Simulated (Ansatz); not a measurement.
**BaTiO3: element substitutions**

Base system: BaTiO3 in the cubic perovskite structure (space group Pm-3m, No. 221).

BaTiO3 is taken in the cubic space group Pm-3m (No. 221), the cubic perovskite structure, Pearson symbol cP5. Conventional cell: a = b = c = 3.994 Å, α = β = γ = 90.00°. Ba on 1a is coordinated by 12 O at 2.824 Å (cuboctahedral). Ti on 1b has 6 O at 1.997 Å (octahedral). O on 3c has 2 Ti at 1.997 Å and 4 Ba at 2.824 Å (octahedral). (Neighbours: up to the widest gap in distance over summed covalent radii, below 1.35, at either atom; cation-cation and far metal-metal contacts left out.)

Each row replaces one element on all its sites; cell and atoms are relaxed.

Calculations: Ansatz (a quantum-chemistry and plane-wave program), r2SCAN, PAW, cutoff 500 eV, without spin-orbit coupling.

Only one of these has no band gap. Which?
A) Ti → Hf
B) Ti → Zr
C) Ti → Sc

C, Ti → Sc. Computed: Ti → Sc: zero; Ti → Zr: 3.73 eV; Ti → Hf: 4.19 eV

The magnetic state is the one reached from the starting moments; the real material's order can differ, and small cells can't hold many antiferromagnetic ones. With Hf present, leaving out spin-orbit coupling can change the band edges. Stability against distortions was not tested. For BaScO3 in this form, whether it has been made was not checked. Spin-polarised in the final run: BaScO3; the other runs are not. Many cubic perovskites are stable only at high temperature; tilts and polar distortions were not tested. This is not the structure that BaTiO3 has at room temperature and ambient pressure.
